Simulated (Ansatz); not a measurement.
Consider the following.

```yaml
crystal:
  lattice:
    - [3.88697, -5.49464, 0.00000]
    - [3.88697, 5.49464, 0.00000]
    - [0.00000, 0.00000, 3.88552]
  atoms:
    - { symbol: Si, position: [0.06395, 0.44148, 0.25000] }
    - { symbol: Ge, position: [0.06540, 0.93460, 0.75000] }
    - { symbol: Si, position: [0.56244, 0.43756, 0.75000] }
    - { symbol: Si, position: [0.55852, 0.93605, 0.25000] }
    - { symbol: Si, position: [0.93605, 0.55852, 0.75000] }
    - { symbol: Ge, position: [0.93460, 0.06540, 0.25000] }
    - { symbol: Si, position: [0.43756, 0.56244, 0.25000] }
    - { symbol: Si, position: [0.44148, 0.06395, 0.75000] }
```

No spin polarisation.

Method: r2SCAN/PAW in Ansatz (an electronic-structure program), scalar-relativistic without spin-orbit coupling. Γ-centred 5×5×9 mesh, Fermi–Dirac width 0.05 eV.

Question: Predict the gap character and band gap.

Answer: The gap character (in this cell's own zone, which can be folded) is indirect, Γ → k = (0.200, -0.200, 0) in the run's primitive reciprocal basis and the band gap comes out as 0.67 eV.

These are small ordered cells, not random alloys; other orderings at the same x differ. Stability against distortions was not tested. The cell was made from Si by this change: x(Ge) = 0.25, 8 atoms, Cmcm.
